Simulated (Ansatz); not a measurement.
The starting structures come from a database of crystals and need not be the phases stable at ambient conditions.

 Where the default PAW files enter, the runs use the earlier of Ansatz's two default sets.

```yaml
crystal:
  lattice:
    - [2.95921, 0.00000, 0.00000]
    - [0.00000, 6.50516, 0.00000]
    - [0.00000, 3.25258, 3.15500]
  atoms:
    - { symbol: Ti, position: [0.00000, 0.50000, 0.00000] }
    - { symbol: Ti, position: [0.50000, 0.00000, 0.00000] }
    - { symbol: O, position: [0.50000, 0.30432, 0.39136] }
    - { symbol: O, position: [0.50000, 0.69568, 0.60864] }
    - { symbol: O, position: [0.00000, 0.19568, 0.00000] }
    - { symbol: O, position: [0.00000, 0.80432, 0.00000] }
```

Space group of this cell: Cmmm. The cell is strained (lengths along the current scaled by 0.97, ions clamped); by r2SCAN its mean pressure is 6.8 GPa.

Transport runs along the normal of the first two printed cell vectors.

The gap is the functional's own, uncorrected, and κ follows it; spin-orbit coupling is left out. Mid-gap values are interpolated between the computed energies.

Question: State the band gap and the smallest decay constant κ at mid-gap according to r2SCAN in Ansatz (a program for electronic structure).

Answer: Gap 2.26 eV on a 10×10×10 mesh; κ = 0.245 1/Å, at the zone centre.
